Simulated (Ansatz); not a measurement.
Band structure of Sn2Cu2La (P4/nmm, 10 atoms in the cell).

```yaml
crystal:
  lattice:
    - [4.46400, 0.00000, 0.00000]
    - [0.00000, 4.46400, 0.00000]
    - [0.00000, 0.00000, 10.50900]
  atoms:
    - { symbol: Sn, position: [0.00000, 0.50000, 0.87850] }
    - { symbol: Sn, position: [0.50000, 0.00000, 0.12150] }
    - { symbol: Cu, position: [0.00000, 0.50000, 0.63030] }
    - { symbol: Cu, position: [0.50000, 0.00000, 0.36970] }
    - { symbol: La, position: [0.00000, 0.50000, 0.23900] }
    - { symbol: La, position: [0.50000, 0.00000, 0.76100] }
    - { symbol: Sn, position: [0.00000, 0.00000, 0.50000] }
    - { symbol: Sn, position: [0.50000, 0.50000, 0.50000] }
    - { symbol: Cu, position: [0.00000, 0.00000, 0.00000] }
    - { symbol: Cu, position: [0.50000, 0.50000, 0.00000] }
```

Level of theory: PBEsol, default PAW files made with PBE (plane waves; Ansatz, a program for electronic structure).

Settings: basis.ecutwfc = 420 eV; kpoints.mp_grid.grid = 7 7 3; hamiltonian.xc = pbesol; hamiltonian.pseudopotentials = {kind: paw} (the program's default PAW files); scf.occupations.method = gaussian; scf.occupations.width = 0.136 eV; kpoints.band_path.npoints = 6.

The starting cell comes from a database of published, mostly measured structures (it also holds non-ambient and calculated ones), without a prior relaxation at this level. Spin polarisation is off.

Levels in eV from the Fermi level, bands 73 to 80:
| point | 73 | 74 | 75 | 76 | 77 | 78 | 79 | 80 |
|---|---|---|---|---|---|---|---|---|
| Γ | -1.64 | -1.61 | -0.28 | -0.20 | 0.46 | 1.14 | 1.14 | 1.50 |
| X | -0.91 | -0.91 | -0.89 | -0.89 | 0.19 | 0.19 | 0.67 | 0.67 |
| M | -2.23 | -2.23 | -1.99 | -1.99 | -1.24 | -1.24 | 1.74 | 1.74 |
| Z | -1.62 | -1.01 | -0.48 | -0.47 | 0.23 | 1.14 | 1.15 | 1.29 |
| R | -0.99 | -0.99 | 0.25 | 0.25 | 0.43 | 0.43 | 0.48 | 0.48 |
| A | -2.13 | -2.13 | -1.90 | -1.90 | -1.32 | -1.32 | 1.32 | 1.32 |

Bands cross the Fermi level along this path, so the cell is metallic at this level.

Keys are those of Ansatz 0.2.
